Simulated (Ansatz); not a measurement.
Effect of biaxial strain −1.67 %, plane normal [111], relaxed out of plane on Pd

Consider Pd in the fcc (Cu type) structure (space group Fm-3m, No. 225; a = 3.8777 Å; relaxed with 0.1 eV smearing). Axes: x, y, z lie along the cube axes.

Perturbation: biaxial strain −1.67 %, plane normal [111], relaxed out of plane (Cartesian); in-plane vectors clamped, the third vector and the atoms free.

The values are results of Kohn–Sham DFT with the PBEsol functional, run in Ansatz (a first-principles code) with PAW and 420 eV plane waves, no spin-orbit coupling, not measurements. Settings: 29×29×29 k-points, 0.1 eV Fermi–Dirac smearing.

The space group becomes R-3m (No. 166) (base: Fm-3m (No. 225)) and the energy grows by 9.1 meV/atom. The band gap is still zero and the out-of-plane strain is +1.55 %. The ratio −ε⊥/ε∥ comes out as 0.93 and the mean in-plane stress (compression positive) amounts to +6.2 GPa.

Final structure (turned so that z lies along the plane normal):

```
CELL_PARAMETERS angstrom
      2.69616     0.00000     0.00000
      1.34808     2.33494     0.00000
      1.34808    -0.77831     2.27351
ATOMIC_POSITIONS crystal
  Pd 0.00000 0.00000 0.00000
```

Whether these cells are dynamically stable was not tested. The final runs are not spin-polarised.
